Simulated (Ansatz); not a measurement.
**InAs (model structure, within 0.1 Å of Fm-3m, No. 225, 2 atoms in the cell)**

Method: r²SCAN (Ansatz, a program for electronic structure, PAW).

Settings: plane-wave cutoff 500 eV, 12×12×12 k mesh, Fermi–Dirac smearing 0.05 eV, scalar-relativistic PAW data made under PBE.

Cell (relaxed at this level):

InAs is modelled in the cubic space group Fm-3m (No. 225), the rock salt structure, Pearson symbol cF8. Conventional cell: a = b = c = 5.6826 Å, α = β = γ = 90.00°. In on 4b has 6 As at 2.841 Å (octahedral). As on 4a has 6 In at 2.841 Å (octahedral). (Neighbours: up to the widest gap in distance over summed covalent radii, below 1.35, at either atom; cation-cation and far metal-metal contacts left out.)
(The calculation used a cell of 2 atoms; values per cell refer to that cell.)

```json
{
  "band_gap": "zero (no gap)"
}
```

Spin–orbit coupling is not included.

The computed numbers hold no vibrational or temperature effects.

Cost on a shared machine: about 2.3 core-minutes (a rough figure).

A model structure was made by putting elements into a prototype or built by hand; it is no filed structure, need not be a known phase, and can be a saddle point held by its symmetry.
